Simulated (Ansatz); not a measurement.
**How the equilibrium lattice constant a of CdSn2O (model structure, started from the BC2N type, R3m, No. 160, 4 atoms in the cell) moves with the method**

No measured value is used here.

```json
[
 {"level (code)": "LDA (Ansatz)", "value (Å)": "3.847"},
 {"level (code)": "PBE (Ansatz)", "value (Å)": "3.949"},
 {"level (code)": "PBEsol (Ansatz)", "value (Å)": "3.876"},
 {"level (code)": "r²SCAN (Ansatz)", "value (Å)": "?"}
]
```

**Question.** What belongs in the gaps?

**Answer.** 
- r²SCAN (Ansatz, a program for electronic structure), value (Å): 3.912

Cutoffs differ between the levels. Ansatz's density-functional and Hartree–Fock values are scalar-relativistic unless marked +SOC, with PAW data made under PBE.

A model structure was made by putting elements into a prototype or built by hand; it is no filed structure, need not be a known phase, and can be a saddle point held by its symmetry.
